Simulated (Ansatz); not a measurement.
## W3Mo (model structure, started from the D019 type, P6₃/mmc, No. 194, 8 atoms in the cell)

Calculation: LDA in Ansatz (plane waves, PAW).

Run with plane-wave cutoff 520 eV, 12×12×12 k mesh, Fermi–Dirac smearing 0.05 eV, no spin polarisation, scalar-relativistic PAW data made under PBE.

Cell (relaxed at this level):

```yaml
crystal:
  lattice:
    - [5.46138, 0.00000, 0.00000]
    - [-2.73069, 4.72969, 0.00000]
    - [0.00000, 0.00000, 4.84377]
  atoms:
    - { symbol: W, position: [0.83347, 0.66694, 0.25000] }
    - { symbol: W, position: [0.16653, 0.83347, 0.75000] }
    - { symbol: W, position: [0.33306, 0.16653, 0.25000] }
    - { symbol: W, position: [0.16653, 0.33306, 0.75000] }
    - { symbol: W, position: [0.83347, 0.16653, 0.25000] }
    - { symbol: W, position: [0.66694, 0.83347, 0.75000] }
    - { symbol: Mo, position: [0.33333, 0.66667, 0.25000] }
    - { symbol: Mo, position: [0.66667, 0.33333, 0.75000] }
```

| Quantity | Value |
|---|---|
| bulk modulus | 295 GPa |

Note: the run has no spin polarisation, so it can have missed a magnetic state; the bulk modulus is −V dP/dV from two relaxed cells at ±2 % in volume; the relaxation could raise the start's symmetry but not lower it, so the cell can be a saddle point.

Spin–orbit coupling is not included.

Computed values are for the static lattice.

A model structure was made by putting elements into a prototype or built by hand; it is no filed structure, need not be a known phase, and can be a saddle point held by its symmetry.

Ansatz is an electronic-structure program.
